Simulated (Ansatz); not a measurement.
**Step by step: energy of the reaction between neutral defects in Si (diamond, Fd-3m)**

Consider the energy of the reaction between neutral defects in Si (diamond, Fd-3m). Reaction: cell B + cell C → cell A + 64 Si (diamond). Negative: the products are lower in energy.

A: a supercell of 64 sites of Si (diamond, Fd-3m) with C on a Si site (3 Si at 2.02 Å and 1 Ge at 2.16 Å); Ge on a Si site (1 C at 2.16 Å and 3 Si at 2.46 Å); the closest two of these centres are 2.2 Å apart; spin state with PBE: run without spin.

B: a supercell of 64 sites of Si (diamond, Fd-3m) with C on a Si site (4 Si at 2.03 Å); spin state with PBE: run without spin.

C: a supercell of 64 sites of Si (diamond, Fd-3m) with Ge on a Si site (4 Si at 2.41 Å); spin state with PBE: run without spin.

Method: Ansatz (a quantum-chemistry and plane-wave program), PAW, neutral cells at 0 K with nuclei at rest, on structures from PBE. Ansatz runs with its default PAW set. Larger cells are relaxed from a start prepared with the learned potential CHGNet till forces fall under 0.03 eV/Å, which some starts already meet. A dispersion term (D3(BJ), or D4 for r2SCAN) was computed beside these levels and is taken off wherever the name lacks it. Cell A has symmetry R3m and got no random move, so less symmetric positions, which may lie lower, weren't tried. Cell B has symmetry P-43m and got no random move, so less symmetric positions, which may lie lower, weren't tried. Cell C has symmetry P-43m and got no random move, so less symmetric positions, which may lie lower, weren't tried.

Total energies of the cells in eV, at zero smearing width. They compare only within one column; the weights balance every element.

| cell | atoms | weight | PBE |
|---|---|---|---|
| A: Si:C_Si + Ge_Si | 64 | +1 | -43964.28130 |
| B: Si:C_Si | 64 | −1 | -40305.21902 |
| C: Si:Ge_Si | 64 | −1 | -44350.79925 |
| Si (diamond) | 64 | +1 | -40691.69042 |

PBE: (-43964.28130) − (-40305.21902) − (-44350.79925) + (-40691.69042) = 0.047 eV.

What follows from the PBE value: Per mole of the reaction as written, 0.047 eV × 96.485 = 4.5 kJ.
